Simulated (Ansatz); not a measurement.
Stishovite (SiO2), treated with BLYP in Ansatz (PAW).

Numerical settings: plane-wave cutoff 520 eV, 8×8×12 k mesh (along the axes of the cell as run), Fermi–Dirac smearing 0.01 eV, scalar-relativistic PAW data made under PBE.

Shape and atoms are relaxed at each volume.

Pressure at four volumes; x = ln(V/8.207 Å³). One pressure is withheld.

```tsv
V (Å³/atom)	x	P (GPa)
7.878	-0.0409	?
8.042	-0.0203	5.14
8.207	0.0000	0.01
8.535	0.0392	-8.10
```

Question: Pass a parabola P(x) through the three rows shown, estimate the bulk modulus and its pressure derivative near zero pressure, and predict the withheld pressure.

Answer: Slopes between the rows: (0.01 − (5.14))/(0.0000 − (-0.0203)) = -252.71 and (-8.10 − (0.01))/(0.0392 − (0.0000)) = -206.89 GPa. Their difference over the span 0.0595 is c = 45.82/0.0595 = 770.1 GPa, so P(x) = 5.14 + (-252.71)(x − (-0.0203)) + 770.1 (x − (-0.0203))(x − (0.0000)). At the middle row B = −dP/dx = −[-252.71 + 770.1 × 0.0203] = 237.1 GPa, and B′ = dB/dP = 2c/B = 6.5. At x = -0.0409 the parabola gives 10.99 GPa; the run gives 11.02 GPa. The Birch–Murnaghan fit to the energies at all volumes has B0 = 237 GPa and B′ = 6.6.

Measured, for comparison: bulk modulus 310 ± 1 GPa (300 K, not corrected to a static lattice; as tabulated in arXiv:1001.2066). Computed (rounded) less measured: bulk modulus -24 %.

Note: the bulk modulus comes from volumes at which shape and atoms were relaxed.

Ansatz is a program for electronic structure.
